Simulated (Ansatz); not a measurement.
## Hypothetical P-6m2 Ti2InB2, pressure series

Consider Ti2InB2 (space group P-6m2, No. 187; a hypothetical phase, not in the database extracts checked).

```
Ti2InB2
1.0
    3.08206     0.00000     0.00000
   -1.54103     2.66914     0.00000
    0.00000     0.00000     7.93614
Ti In B
2 1 2
Direct
  0.33333   0.66667   0.69304
  0.33333   0.66667   0.30696
  0.00000   0.00000   0.00000
  0.00000   0.00000   0.50000
  0.66667   0.33333   0.50000
```

Cell and atoms are relaxed at each pressure.

Levels (all Ansatz, an electronic-structure program, PAW): PBE (420 eV, spin-orbit coupling left out); PBEsol (420 eV, without spin-orbit coupling).

The base cell above is that of PBE; each level relaxes its own structures.

```tsv
case	volume per atom, PBE	volume per atom, PBEsol
pressure −2 GPa	13.24 Å³	[?]
pressure −1 GPa	13.15 Å³	12.74 Å³
pressure 0.3 GPa	13.03 Å³	12.64 Å³
pressure 0.7 GPa	13.00 Å³	12.61 Å³
pressure 1.5 GPa	12.93 Å³	12.54 Å³
pressure 3 GPa	12.80 Å³	[?]
pressure 5 GPa	12.64 Å³	[?]
pressure 7.5 GPa	12.46 Å³	12.12 Å³
pressure 10 GPa	12.29 Å³	[?]
```

Complete the table.


- pressure −2 GPa, volume per atom, PBEsol: 12.83 Å³
- pressure 3 GPa, volume per atom, PBEsol: 12.43 Å³
- pressure 5 GPa, volume per atom, PBEsol: 12.29 Å³
- pressure 10 GPa, volume per atom, PBEsol: 11.97 Å³

PBE lies above PBEsol in every row, by 0.33 Å³ to 0.42 Å³. They put the cases in the same order.

Load acts through the strain it causes; cell and atoms are relaxed under it. Stability against distortions was not tested. Competing high-pressure phases were not computed. All final runs are without spin polarisation. An odd electron count without spin: Ti2InB2.
